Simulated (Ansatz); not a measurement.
BaTiO3, pressure series

Start from BaTiO$_{3}$ (space group P4mm, No. 99; a = 3.9723 Å, c = 4.1128 Å).

Cell and atoms are relaxed at each pressure.

Level of theory: DFT with r2SCAN, PAW potentials and a 500 eV plane-wave cutoff in Ansatz (a quantum-chemistry and plane-wave program), no spin-orbit coupling.

Notes on the quantities. enthalpy: H = E + PV relative to the base's energy.

```csv
case,band gap,enthalpy,density
base,2.23 eV,–,5.97 g/cm³
pressure −2 GPa,2.21 eV,-0.16 eV/atom,5.85 g/cm³
pressure −1 GPa,2.22 eV,-0.08 eV/atom,5.91 g/cm³
pressure 3 GPa,2.25 eV,+0.24 eV/atom,6.11 g/cm³
pressure 7 GPa,2.28 eV,+0.55 eV/atom,6.27 g/cm³
pressure 15 GPa,2.35 eV,+1.16 eV/atom,6.52 g/cm³
pressure 30 GPa,2.41 eV,+2.24 eV/atom,6.89 g/cm³
pressure 50 GPa,2.44 eV,+3.60 eV/atom,7.31 g/cm³
pressure 75 GPa,2.43 eV,+5.20 eV/atom,7.75 g/cm³
pressure 100 GPa,2.39 eV,+6.72 eV/atom,8.13 g/cm³
```

Load acts through the strain it causes; cell and atoms are relaxed under it. Whether these cells are dynamically stable was not tested. No other phases were tried under pressure. All final runs are without spin polarisation. Along this pressure series the structure jumps between pressure 7 GPa and pressure 15 GPa; cells beyond that are another form of it.
